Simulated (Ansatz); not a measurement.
The parent structure is HfO$_{2}$ in the fluorite structure (space group Fm-3m, No. 225; a = 5.001 Å). Axes: x, y, z lie along the cube axes.

The values are results of Ansatz (a first-principles code), LDA, PAW, cutoff 420 eV, without spin-orbit coupling, not measurements.

Before the change:

- Pressure = 0.00 GPa

Perturbation: tensile biaxial strain of 2.50 % in the plane normal to [001], as in epitaxy on a mismatched substrate; the out-of-plane cell vector and the atoms relax.

Q: Estimate the effect on the out-of-plane strain.

A: The out-of-plane strain amounts to -0.91 %.

Q: What does the calculation give for the pressure after the change?

A: The pressure (mean of the normal stresses, compression positive) goes from zero to -10.39 GPa.

No phonon test of stability was made. This is not the structure that HfO2 has at room temperature and ambient pressure.
